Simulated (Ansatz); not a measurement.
S on the 1x1 (0001) surface of hcp Co, ferromagnetic, one in a 1x1 cell, energies for each (5.4 Å²). Energies are against ⅛ S8(g), without zero-point or thermal terms; each row is named by its start.

Level of theory: PBE (plane waves to 420 eV, PAW; Ansatz, a first-principles code).

Model: 5-atom slab, 6.0 Å thick at the start under the adsorbate (thin: gaps and levels are the slab's own), 14x14x1 mesh, Fermi-Dirac 0.1 eV, dipole correction, 2 atoms held, the rest relaxed; each run with such symmetry as its start has; spin-polarised, no spin-orbit, no U, no dispersion correction.

A negative adsorption energy means that the adsorbate is more stable on the surface than in its reference. Starts that drift may end in the same place. Heights count from the host atoms within 0.3 Å of the top one.

```json
[
 {"starting site": "top Co", "E_ads (eV)": "0.19", "height (Å)": "2.18", "nearest host atom (Å)": "Co 2.18", "bonded to": "Co", "Δ work function (eV)": "-0.60", "lateral drift (Å)": "0.0", "moment (μB)": "5.9"},
 {"starting site": "hollow Co-Co-Co", "E_ads (eV)": "0.12", "height (Å)": "1.71", "nearest host atom (Å)": "Co 2.23", "bonded to": "3 Co", "Δ work function (eV)": "-0.88", "lateral drift (Å)": "0.0", "moment (μB)": "5.9"},
 {"starting site": "hollow Co-Co-Co over Co at depth 2.0 Å", "E_ads (eV)": "0.10", "height (Å)": "1.70", "nearest host atom (Å)": "Co 2.23", "bonded to": "3 Co", "Δ work function (eV)": "-0.89", "lateral drift (Å)": "0.0", "moment (μB)": "6.0"},
 {"starting site": "bridge Co-Co (span 2.5 Å)", "E_ads (eV)": "0.12", "height (Å)": "1.71", "nearest host atom (Å)": "Co 2.23", "bonded to": "3 Co", "Δ work function (eV)": "-0.88", "lateral drift (Å)": "0.7", "moment (μB)": "5.9"}
]
```
